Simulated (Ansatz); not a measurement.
Take Ge (space group Pm-3n, No. 223; a = 5.323 Å; a hypothetical phase, not in the database extracts checked) as the base.

Levels (all Ansatz, a first-principles code, PAW): PBEsol (420 eV, spin-orbit coupling left out); r2SCAN (500 eV, scalar-relativistic without spin-orbit coupling).

The geometry is relaxed with PBEsol.

```
Item              Result
---------------  -------
PBEsol pressure  0.0 GPa
```

Q: Predict the pressure from r2SCAN.

A: The pressure goes from zero to 1.8 GPa.

Single points use the geometry relaxed with PBEsol. Their cutoffs differ, which shifts pressures a little. Whether these cells are dynamically stable was not tested.
